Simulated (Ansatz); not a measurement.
BiTe (R-3m, No. 166, 2 atoms in the cell; start mp-1227339; a measured phase of this formula has another space group) was calculated with r²SCAN (plane waves, PAW; Ansatz, a first-principles code).

Numerical settings: plane-wave cutoff 560 eV, 14×14×14 k mesh, Fermi–Dirac smearing 0.05 eV, scalar-relativistic PAW data made under PBE.

Cell (relaxed at this level):

```cif
data_Bi3Te3
_chemical_formula_sum 'Bi3 Te3'
_space_group_name_H-M_alt 'R-3m :H'
_space_group_IT_number 166
_space_group_name_Hall '-R 3 2"'
_cell_length_a 4.81609
_cell_length_b 4.81609
_cell_length_c 9.92715
_cell_angle_alpha 90.000
_cell_angle_beta 90.000
_cell_angle_gamma 120.000
loop_
_atom_site_label
_atom_site_type_symbol
_atom_site_symmetry_multiplicity
_atom_site_Wyckoff_symbol
_atom_site_fract_x
_atom_site_fract_y
_atom_site_fract_z
_atom_site_occupancy
Bi1 Bi 3 b 0.00000 0.00000 0.50000 1
Te1 Te 3 a 0.00000 0.00000 0.00000 1
```
(The calculation used a cell of 2 atoms; values per cell refer to that cell.)

**Question.** What does this level give for the bulk modulus?

**Answer.** 
- bulk modulus: 45.0 GPa

The run finds no gap.

Note: the bulk modulus is −V dP/dV from two relaxed cells at ±2 % in volume; the relaxation could not lower the start's symmetry, so the cell can be a saddle point above a distorted one.

Spin–orbit coupling is not included; it can open a gap where bands touch, and shift volumes and moduli.

The computed numbers hold no vibrational or temperature effects.

Cost on a shared machine: very roughly 5 core-minutes.

A start named mp-… is a Materials Project structure, which need not be a measured phase.
